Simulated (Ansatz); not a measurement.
A (8,8) ZnO nanotube has 32 atoms in a period of 3.280 Å, a mean diameter of 14.48 Å, and lies 9 meV/atom over the flat sheet relaxed at the same level.

Computed with PBE (plane waves to 420 eV, PAW; Ansatz, a program for electronic structure). Mesh 1×1×10. No spin polarisation. Periodic along z alone, with about 11 Å of vacuum beside it. A hypothetical model, rolled from the flat sheet. Only distortions within the start's symmetry and period were free.

Q: Which bending rigidity of the sheet does this imply in the thin-plate picture?

A: A plate bent to radius R stores D/(2R²) an area. The area an atom is π × 14.48 × 3.280/32 = 4.66 Å², so the stored energy is 0.009/4.66 = 0.0019 eV/Å². With R = 7.240 Å, D = 2R² × 0.0019 = 0.20 eV.
